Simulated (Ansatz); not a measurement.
# AlRu: response to strain

Start from AlRu in the CsCl type structure (space group Pm-3m, No. 221; a = 2.977 Å; relaxed with 0.1 eV smearing). Axes: x, y, z lie along the cube axes.

Strains are applied to the cell and any free atomic positions relax.

All numbers come from PBEsol (Ansatz, an electronic-structure program, PAW, no spin-orbit coupling).

Candidates:
(a) uniaxial strain ε_xx = +2.71 %
(b) isotropic strain +0.62 %
(c) isotropic strain +4.92 %
(d) isotropic strain +0.82 %

Notes on the quantities. energy relative to the base: free energy F.

Order them by energy relative to the base, lowest first.

(b) isotropic strain +0.62 % (+3.0 meV/atom), (d) isotropic strain +0.82 % (+5.3 meV/atom), (a) uniaxial strain ε_xx = +2.71 % (+9.6 meV/atom), (c) isotropic strain +4.92 % (+167 meV/atom)

Stability against distortions was not tested. The final runs are not spin-polarised.
